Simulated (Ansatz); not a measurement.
# Parameter sweep on Pt (Pm-3n, 8 atoms in the cell)

```
Pt
1.0
    4.92238     0.00000     0.00000
    0.00000     4.92238     0.00000
    0.00000     0.00000     4.92238
Pt
8
Direct
  0.25000   0.00000   0.50000
  0.75000   0.00000   0.50000
  0.00000   0.50000   0.25000
  0.00000   0.50000   0.75000
  0.50000   0.25000   0.00000
  0.50000   0.75000   0.00000
  0.00000   0.00000   0.00000
  0.50000   0.50000   0.50000
```

Base run A: PBE (Ansatz, an electronic-structure program), self-consistent single point.

Its settings: basis.ecutwfc = 420 eV; kpoints.mp_grid.grid = 5 5 5; hamiltonian.xc = pbe; hamiltonian.pseudopotentials = {kind: paw} (the program's default PAW files); scf.occupations.method = cold; scf.occupations.width = 0.136 eV.

The starting cell was generated: these elements placed on a structure prototype, without a prior relaxation; it need not be a known phase or ordering of this composition. Its lattice was rescaled by a random factor within 2.5 % of one. Spin polarisation is off. In the base run, with a pressure of about 24 GPa the cell is away from its equilibrium volume at this level. Ansatz's pressure includes its estimate of the finite-basis (Pulay) stress.

ΔF is the free energy per atom less that of run A. 

```tsv
run	scf.mixing.algorithm, scf.mixing.ndim	ΔF (meV/atom)	pressure (GPa)	iterations
A	default (the program chose MSR1), default	0.00	23.91	6
B	anderson, default	0.00	23.91	8
C	anderson, 2	0.00	23.91	10
D	broyden, default	0.00	23.91	8
E	broyden, 3	0.00	23.91	8
F	msr1, default	0.00	23.91	7
G	msr1, 12	0.00	23.91	7
```

Runs B, C, D, E, F, G gave the same state as A (within 1 meV/atom). The fewest iterations to that state were 6 (A); the most were 10.

Keys are those of Ansatz 0.2.
